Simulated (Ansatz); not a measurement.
An Ansatz (a quantum-chemistry and plane-wave program) input (PBEsol in Ansatz (plane waves to 420 eV, PAW, without spin-orbit coupling)):

Ansatz 0.2 input:
```yaml
crystal:
  lattice:
    - [4.7745368725, 0, 0]
    - [0, 4.7745368725, 0]
    - [0, 0, 4.7745368725]
  atoms:
    - { symbol: Ca, position: [0.5, 0, 0.5] }
    - { symbol: Ca, position: [0, 0.5, 0.5] }
    - { symbol: Ca, position: [0.5, 0.5, 0] }
    - { symbol: Sn, position: [0, 0, 0] }
    - { symbol: O, position: [0.5, 0.5, 0.5] }
basis: { ecutwfc: 420, ecutrho_ratio: 4, xc_grid: 2, fft_grid_basis: typed }
kpoints: { mp_grid: { grid: [10, 10, 10] } }
hamiltonian:
  xc: pbesol
  dispersion: none
  pseudopotentials: { kind: paw }
scf: { occupations: { method: fermi_dirac, width: 0.05 }, convergence: { dr2_threshold: 0.0000000005 } }
output: { forces: true, stress: true }
```

Which symmetry and how many k-points will the program report, and about how many plane waves at Γ?

Space group Pm-3m (ITA 221) with 48 operations, k-points 56 of 1000, and 2103 plane waves at Γ.

No phonon test of stability was made. The final runs are not spin-polarised. The cell is Ca$_{3}$SnO in the anti-perovskite structure (space group Pm-3m, No. 221).
